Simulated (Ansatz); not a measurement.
## MgO: band gap against strain

MgO (rock salt, Fm-3m, 9.355 Å³/atom at rest, cube axes along x, y and z) under a strain ε along a cube axis (axis z), the other axes held. PBEsol in Ansatz, a plane-wave DFT program (PAW, default set), 420 eV, 13×13×13 Γ-centred mesh, Fermi-Dirac smearing 0.05 eV; ions are relaxed within the symmetry of each cell. Gaps are the smallest over the k-mesh and a band path, without spin-orbit coupling; in all rows the valence edge lies at Γ and the conduction edge at Γ.

Here s stands for strain and Eg for gap.

| strain (%) | gap (eV) |
|---|---|
| 0.00 | 4.620 |
| 0.50 | 4.565 |
| 1.00 | 4.510 |
| 1.50 | 4.457 |
| 3.00 | ? |

Question: Fit Eg against s with a straight line, and predict the withheld value at s = 3.00.

Answer: Means: s 0.75000, Eg 4.5380. About the means, the sum of products is -0.13600 and the sum of squares of s is 1.2500; the slope is their ratio. Least squares gives Eg = 4.6196 - 0.10880·s. Residuals (row less fit): 0.0004, -0.0002, -0.0008, 0.0006; standard error 0.0008 (degrees of freedom: 2). Over these rows the gap moves by -11 ± 0.07 eV per unit strain. At the withheld row, Eg = 4.6196 - 0.10880 × 3.0 = 4.2932 eV. The calculation gives 4.298 eV, 0.0048 eV above the prediction (1.5 % of the range of Eg in the table). The row lies outside the fitted rows, so this is an extrapolation. From the scatter of the fitted rows alone, a prediction at this place has a standard error of 0.0018 eV, so the miss is 2.7 times that.

One order more, fitted to all 7 runs of the series, follows each within 0.001, so the miss is the next term of a smooth law. Rows are the converged runs of the series near zero and its far end; series whose fitted rows scatter by over a few per cent of the range, as at a crossing or softening among them, aren't shown in this form. Most that stay on the fit to the last digits aren't either.
